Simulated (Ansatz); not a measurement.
Take HgTe in the zinc blende structure (space group F-43m, No. 216) as the base.

```
CELL_PARAMETERS angstrom
      0.00000     3.25489     3.25489
      3.25489     0.00000     3.25489
      3.25489     3.25489     0.00000
ATOMIC_POSITIONS crystal
  Hg 0.00000 0.00000 0.00000
  Te 0.25000 0.25000 0.25000
```

Cartesian axes are those of the cell as printed.

Level of theory: PBEsol (Ansatz, a first-principles code), no SOC.

For the base:

| Item | Result |
|---|---|
| Pressure | 0.0 GPa |
| Volume per atom | 34.48 Å³ |

Now apply this change: biaxial strain +1.50 %, plane normal [001], relaxed out of plane (Cartesian); in-plane vectors clamped, the third vector and the atoms free.

Q: What does the calculation give for the pressure, energy relative to the base and volume per atom after the change?

A: The pressure (mean of the normal stresses, compression positive) goes from zero to -0.4 GPa; the energy rises by 1.8 meV/atom; the volume per atom goes up by 0.29 Å³, from 34.48 Å³ to 34.77 Å³.

Whether these cells are dynamically stable was not tested. All final runs are without spin polarisation.
